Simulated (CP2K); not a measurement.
Band structure of CdHClO (P6_3mc, 8 atoms in the cell).

```
CdHClO
1.0
    3.70730     0.00000     0.00000
   -1.85365     3.21062     0.00000
    0.00000     0.00000    10.34244
Cd H Cl O
2 2 2 2
Direct
  0.66667   0.33333   0.49219
  0.33333   0.66667   0.99219
  0.00000   0.00000   0.31842
  0.00000   0.00000   0.81842
  0.66667   0.33333   0.15574
  0.33333   0.66667   0.65574
  0.00000   0.00000   0.41324
  0.00000   0.00000   0.91324
```

Computed with PBEsol, GPW, DZVP-MOLOPT-PBE-GTH basis, GTH-PBE potentials (POTENTIAL_UZH) (CP2K).

Settings: CUTOFF = 500 Ry; REL_CUTOFF = 40 Ry; KPOINTS/SCHEME = MONKHORST-PACK 7 7 3; XC_FUNCTIONAL = PBE:PBESOL; Cd/BASIS_SET = DZVP-MOLOPT-PBE-GTH-q12; Cd/POTENTIAL = GTH-PBE-q12; H/BASIS_SET = DZVP-MOLOPT-PBE-GTH-q1; H/POTENTIAL = GTH-PBE-q1; Cl/BASIS_SET = DZVP-MOLOPT-PBE-GTH-q7; Cl/POTENTIAL = GTH-PBE-q7; O/BASIS_SET = DZVP-MOLOPT-PBE-GTH-q6; O/POTENTIAL = GTH-PBE-q6; METHOD = GPW; EPS_DEFAULT = 1e-10.

The starting cell comes from a database of computed structures (which also holds hypothetical and non-ambient phases and stackings), without a prior relaxation at this level. Its lattice was rescaled by a random factor within 2.5 % of one. Values carry the incompleteness of an atom-centred basis. The potentials were made for another functional than the one used.

Question: Predict the gap along the standard path and the places of the band edges.

Answer: The gap along the path is 2.30 eV, direct at Γ to within 0.01 eV.

Levels in eV from the top of the valence band on the SCF mesh, bands 23 to 27:
```json
[
 {"point": "Γ", "23": "-0.16", "24": "-0.16", "25": "0.00", "26": "0.00", "27": "2.30"},
 {"point": "M", "23": "-1.20", "24": "-0.44", "25": "-0.39", "26": "-0.04", "27": "4.80"},
 {"point": "K", "23": "-1.60", "24": "-1.16", "25": "-0.30", "26": "-0.30", "27": "5.93"},
 {"point": "A", "23": "-0.07", "24": "-0.07", "25": "-0.07", "26": "-0.07", "27": "3.23"},
 {"point": "L", "23": "-0.81", "24": "-0.81", "25": "-0.20", "26": "-0.20", "27": "5.13"},
 {"point": "H", "23": "-1.44", "24": "-1.44", "25": "-0.22", "26": "-0.22", "27": "5.94"}
]
```

Higher empty bands are left out: an atom-centred basis made for the valence describes them poorly.
